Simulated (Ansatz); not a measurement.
**A computed series for Co: response to strain**

Base system: Co (space group Fd-3m, No. 227; ferromagnetic; a cell from a computed database, its experimental status unchecked).

```
Co
1.0
    0.00000     3.20453     3.20453
    3.20453     0.00000     3.20453
    3.20453     3.20453     0.00000
Co
6
Direct
  0.75000   0.75000   0.75000
  0.50000   0.50000   0.50000
  0.12500   0.12500   0.62500
  0.12500   0.62500   0.12500
  0.12500   0.12500   0.12500
  0.62500   0.12500   0.12500
```

Cartesian axes are those of the cell as printed.

Strains are applied to the cell and any free atomic positions relax; under stress the whole cell relaxes.

Level of theory: PBEsol (Ansatz, a first-principles code), no spin-orbit coupling.

Notes on the quantities. energy relative to the base: free energy F.

| variant | shortest interatomic distance | energy relative to the base | largest site moment |
|---|---|---|---|
| base | 226.6 pm | 0 meV/atom | 1.80 μB |
| isotropic strain −3.57 % | 218.5 pm | +98 meV/atom | 1.72 μB |
| uniaxial strain ε_xx = +2.28 % | 226.6 pm | +5.4 meV/atom | 1.83 μB |
| uniaxial strain ε_yy = −2.07 % | 224.3 pm | +5.0 meV/atom | 1.78 μB |
| uniaxial stress, 8 GPa compression along x | 224.1 pm | +9.5 meV/atom | 1.80 μB |

Other magnetic orders, which the real material may have, were not ruled out. Without a gap, meshes like the base's 13×13×13 leave anisotropic stresses uncertain by several tenths of a GPa, and small strain energies with them. Stability under load was not tested beyond the relaxation. This is not the structure that Co has at room temperature and ambient pressure.
